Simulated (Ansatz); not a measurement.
Start from MgSnO$_{3}$ in the cubic perovskite structure (space group Pm-3m, No. 221; a = 3.987 Å; a hypothetical phase, not in the database extracts checked).

One thing is altered: a hydrostatic pressure of 1.5 GPa.

Levels (all Ansatz, a program for electronic structure, PAW): PBEsol (420 eV, no spin-orbit coupling); PBEsol+SOC (420 eV, spin-orbit coupling included).

The geometry is relaxed with PBEsol.

- PBEsol smallest direct gap = 2.15 eV
- PBEsol band gap = 1.01 eV
- PBEsol width of the top valence band = 1.18 eV

With PBEsol+SOC at the same geometry, the smallest direct gap is nearly the same (2.15 eV against 2.14 eV); the band gap is still 1.01 eV; the hole mass (degenerate bands, along [100]) amounts to 0.81, 2.3 mₑ (at R); the width of the top valence band remains 1.18 eV.

Single points use the geometry relaxed with PBEsol. Differences between runs with and without spin-orbit coupling are approximate. Load acts through the strain it causes; cell and atoms are relaxed under it. Effective masses come from finite differences of ±0.01 Å⁻¹. No phonon test of stability was made. Many cubic perovskites are stable only at high temperature; tilts and polar distortions were not tested.
